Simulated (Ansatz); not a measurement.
GaP: response to strain

Take GaP in the zinc blende structure (space group F-43m, No. 216; a = 5.4513 Å) as the base.

Strains are applied to the cell and any free atomic positions relax.

All numbers come from r2SCAN/PAW in Ansatz (a first-principles code), scalar-relativistic without spin-orbit coupling.

Notes on the quantities. hole mass: degenerate bands, along [100].

```csv
change,width of the top valence band,smallest direct gap,hole mass
base,3.54 eV,2.36 eV,"0.13, 0.37, 0.37 mₑ (at Γ)"
isotropic strain −3.00 %,4.02 eV,3.18 eV,"0.16, 0.33, 0.33 mₑ (at Γ)"
isotropic strain −2.50 %,3.94 eV,3.04 eV,"0.15, 0.34, 0.34 mₑ (at Γ)"
isotropic strain −2.00 %,3.85 eV,2.90 eV,"0.15, 0.34, 0.34 mₑ (at Γ)"
isotropic strain −1.50 %,3.77 eV,2.77 eV,"0.14, 0.35, 0.35 mₑ (at Γ)"
isotropic strain −1.00 %,3.69 eV,2.63 eV,"0.14, 0.35, 0.35 mₑ (at Γ)"
isotropic strain −0.50 %,3.62 eV,2.50 eV,"0.13, 0.36, 0.36 mₑ (at Γ)"
```

Masses are band curvatures over ±0.01 Å⁻¹ around the edge. Stability against distortions was not tested.
